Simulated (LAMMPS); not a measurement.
MD from the melt across the composition of Al (fcc) with a share x of Al sites Co; each row has its own temperature.

All values are model results, not measurements: classical MD, pair style eam/alloy, file CoAl.eam.alloy; code LAMMPS.

```
x                     volume   state                  enthalpy  self-diffusion coefficient of Al (not corrected for cell size)        viscosity  T (K)
----  ----------------------  ------  ------------------------  --------------------------------------------------------------  ---------------  -----
0.1   18.466 ± 0.002 Å³/atom  liquid  -3.1913 ± 0.0002 eV/atom                                     (8.75 ± 0.03) × 10^-5 cm²/s                -   1170
0.25  16.722 ± 0.001 Å³/atom  liquid  -3.4398 ± 0.0002 eV/atom                                       (6.9 ± 0.1) × 10^-5 cm²/s                -   1310
0.5   14.261 ± 0.002 Å³/atom  liquid  -3.7479 ± 0.0003 eV/atom                                       (4.7 ± 0.1) × 10^-5 cm²/s  2.6 ± 0.3 mPa s   1550
0.75  13.017 ± 0.002 Å³/atom  liquid  -3.8130 ± 0.0006 eV/atom                                     (4.59 ± 0.09) × 10^-5 cm²/s  4.5 ± 0.6 mPa s   1790
0.9   13.098 ± 0.003 Å³/atom  liquid  -3.6908 ± 0.0005 eV/atom                                       (5.8 ± 0.2) × 10^-5 cm²/s                -   1940
```

Caution: a run this short can hold a crystal over, or a liquid under, the potential's own melting point, which these runs don't give.

States go by the mean squared displacement: a species diffuses where it passes 1.5 Å², still rises and gives D over 1e-6 cm²/s; a crystal has left its structure where atoms lie 0.35 Å off their sites on average or a cubic box changes its shape by 3 %, or the axial ratios of another lie 8 % off the starting cell's, which the potential's own relaxation can also do.

Errors of D are the spread over four groups of atoms in one short run; a floor of about 5 %, a picked value, is safer.

The ± values are statistical; the model's systematic error is not in them.
